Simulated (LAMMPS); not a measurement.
LAMMPS 22 Jul 2025, classical MD, Tersoff (Ge.tersoff): Ge, 10648 atoms.

```json
{
 "task": "MD, nve",
 "potential": "Tersoff, Ge.tersoff",
 "copies_of_the_repeat_unit": "11×11×11",
 "shape (slab and sphere leave vacuum in the box)": "bulk",
 "steps": "2000",
 "timestep": "1 fs",
 "thermo": "50",
 "newton": "on (default)",
 "atom_modify sort (bins of 2 Å where set)": "1000 (default)",
 "comm_style": "brick (default)",
 "box": "62.2 × 62.2 × 62.2 Å",
 "start": "generated diamond lattice, warmed in an untimed run"
}
```

All runs start from one configuration, warmed at this fixed volume for 1000 steps under a thermostat at 900 K. The run at a skin of 2 Å has a mean temperature of 898 K and a mean pressure of -2.4 GPa.

One run each, on a shared machine, so no times are given.

With neigh_modify every 1 delay 0 check yes, skins of 0.1, 0.3, 0.5, 1, 1.5, 2, 3 Å were run. Further schedules:
- skin 1 Å, every 20 delay 0 check no
- skin 0.3 Å, every 100 delay 0 check no
- skin 0.3 Å, every 20 delay 0 check no
- skin 1 Å, every 1 delay 10 check yes
- skin 1 Å, every 100 delay 0 check no
- skin 2 Å, every 100 delay 0 check no
- skin 0.3 Å, every 1 delay 10 check yes

A schedule rebuilds too seldom if it shows a dangerous build, rebuilds less often than the check at every step does at that skin, or fails.

How often does the distance check rebuild the lists at each skin, and which schedules rebuild too seldom?

With the check at every step the rebuilds are 508 at 0.1 Å, 190 at 0.3 Å, 114 at 0.5 Å, 53 at 1 Å, 28 at 1.5 Å, 0 at 2 Å, 0 at 3 Å. Too seldom: skin 0.3 Å, every 100 delay 0 check no; skin 0.3 Å, every 20 delay 0 check no; skin 1 Å, every 100 delay 0 check no; skin 0.3 Å, every 1 delay 10 check yes.

```json
[
 {"setting": "skin 0.1 Å, every 1 delay 0 check yes", "rebuilds": "508", "dangerous builds": "—", "list entries an atom": "4.00", "change of the total energy (meV/atom)": "under 0.001"},
 {"setting": "skin 0.3 Å, every 1 delay 0 check yes", "rebuilds": "190", "dangerous builds": "—", "list entries an atom": "4.00", "change of the total energy (meV/atom)": "under 0.001"},
 {"setting": "skin 0.5 Å, every 1 delay 0 check yes", "rebuilds": "114", "dangerous builds": "—", "list entries an atom": "4.02", "change of the total energy (meV/atom)": "under 0.001"},
 {"setting": "skin 1 Å, every 1 delay 0 check yes", "rebuilds": "53", "dangerous builds": "—", "list entries an atom": "13.1", "change of the total energy (meV/atom)": "under 0.001"},
 {"setting": "skin 1.5 Å, every 1 delay 0 check yes", "rebuilds": "28", "dangerous builds": "—", "list entries an atom": "19.1", "change of the total energy (meV/atom)": "under 0.001"},
 {"setting": "skin 2 Å, every 1 delay 0 check yes", "rebuilds": "0", "dangerous builds": "—", "list entries an atom": "28.0", "change of the total energy (meV/atom)": "under 0.001"},
 {"setting": "skin 3 Å, every 1 delay 0 check yes", "rebuilds": "0", "dangerous builds": "—", "list entries an atom": "37.8", "change of the total energy (meV/atom)": "under 0.001"},
 {"setting": "skin 1 Å, every 20 delay 0 check no", "rebuilds": "100", "dangerous builds": "not counted", "list entries an atom": "13.1", "change of the total energy (meV/atom)": "under 0.001"},
 {"setting": "skin 0.3 Å, every 100 delay 0 check no", "rebuilds": "20", "dangerous builds": "not counted", "list entries an atom": "4.00", "change of the total energy (meV/atom)": "under 0.001"},
 {"setting": "skin 0.3 Å, every 20 delay 0 check no", "rebuilds": "100", "dangerous builds": "not counted", "list entries an atom": "4.00", "change of the total energy (meV/atom)": "under 0.001"},
 {"setting": "skin 1 Å, every 1 delay 10 check yes", "rebuilds": "53", "dangerous builds": "0", "list entries an atom": "13.1", "change of the total energy (meV/atom)": "under 0.001"},
 {"setting": "skin 1 Å, every 100 delay 0 check no", "rebuilds": "20", "dangerous builds": "not counted", "list entries an atom": "13.1", "change of the total energy (meV/atom)": "under 0.001"},
 {"setting": "skin 2 Å, every 100 delay 0 check no", "rebuilds": "20", "dangerous builds": "not counted", "list entries an atom": "28.0", "change of the total energy (meV/atom)": "under 0.001"},
 {"setting": "skin 0.3 Å, every 1 delay 10 check yes", "rebuilds": "188", "dangerous builds": "79", "list entries an atom": "4.00", "change of the total energy (meV/atom)": "under 0.001"}
]
```

Where the energy changes as in the checked runs, the late rebuilds cost nothing that shows in this run. List entries are as LAMMPS prints them (Ave neighs/atom).
